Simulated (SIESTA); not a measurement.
Band structure of La2O3 (P-3m1, 5 atoms in the cell).

```
La2O3
1.0
    3.95908     0.00000     0.00000
   -1.97954     3.42867     0.00000
    0.00000     0.00000     6.15596
La O
2 3
Direct
  0.66667   0.33333   0.75376
  0.33333   0.66667   0.24624
  0.66667   0.33333   0.35411
  0.33333   0.66667   0.64589
  0.00000   0.00000   0.00000
```

Computed with GGA PBE, numerical atomic orbitals DZP, PseudoDojo PBE standard norm-conserving potentials (rewritten from UPF to PSML) (SIESTA).

Settings: XC.functional = GGA; XC.authors = PBE; potentials = PseudoDojo PBE standard; PAO.BasisSize = DZP; PAO.EnergyShift = 0.01 Ry; MeshCutoff = 300 Ry; kgrid.MonkhorstPack = 7 7 4; OccupationFunction = FD; ElectronicTemperature = 10 K; MaxSCFIterations = 150; SCF.Mixer.Method = Pulay; SCF.Mixer.Weight = 0.25; SCF.Mixer.History = 8; SCF.DM.Tolerance = 1.0E-05.

The starting cell comes from a database of computed structures (which also holds hypothetical and non-ambient phases and stackings), without a prior relaxation at this level. Its lattice was rescaled by a random factor within 2.5 % of one. Values carry the incompleteness of an atom-centred basis.

Question: Predict the gap along the standard path and the places of the band edges.

Answer: The gap along the path is 3.64 eV, from Γ to K; the smallest direct gap on it is 3.90 eV.

Levels in eV from the top of the valence band on the path, bands 17 to 21:
```
point     17     18     19     20    21
-----  -----  -----  -----  -----  ----
Γ      -1.66  -0.34  -0.34   0.00  4.38
M      -0.75  -0.71  -0.49  -0.28  3.90
K      -0.92  -0.91  -0.91  -0.25  3.64
A      -1.06  -0.68  -0.21  -0.21  4.96
L      -1.05  -0.74  -0.42  -0.09  4.88
H      -0.78  -0.36  -0.35  -0.35  4.42
```

Higher empty bands are left out: an atom-centred basis made for the valence describes them poorly.
